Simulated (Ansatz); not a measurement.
Co₃InN (Pm-3m, No. 221, 5 atoms in the cell; start mp-1068786), treated with LDA in Ansatz (PAW).

Numerical settings: plane-wave cutoff 520 eV, 14×14×14 k mesh, Fermi–Dirac smearing 0.05 eV, spin-polarised start, scalar-relativistic PAW data made under PBE.

Cell (relaxed at this level):

```xyz
5
Lattice="3.7492 0.0000 0.0000 0.0000 3.7492 0.0000 0.0000 0.0000 3.7492" Properties=species:S:1:pos:R:3 pbc="T T T"
In     0.0000     0.0000     0.0000
Co     1.8746     1.8746     0.0000
Co     0.0000     1.8746     1.8746
Co     1.8746     0.0000     1.8746
N      1.8746     1.8746     1.8746
```

Problem. Give the computed bulk modulus B0.

Solution. 
- bulk modulus B0: 247 GPa

The run finds no gap.

Note: the magnetic order was assumed, not searched for or taken from measurement; the bulk modulus is −V dP/dV from two relaxed cells at ±2 % in volume; the relaxation could not lower the start's symmetry, so the cell can be a saddle point above a distorted one.

Spin–orbit coupling is not included; it can open a gap where bands touch, and shift volumes and moduli.

The computed numbers hold no vibrational or temperature effects.

A start named mp-… is a Materials Project structure, which need not be a measured phase.

Ansatz is a quantum-chemistry and plane-wave program.
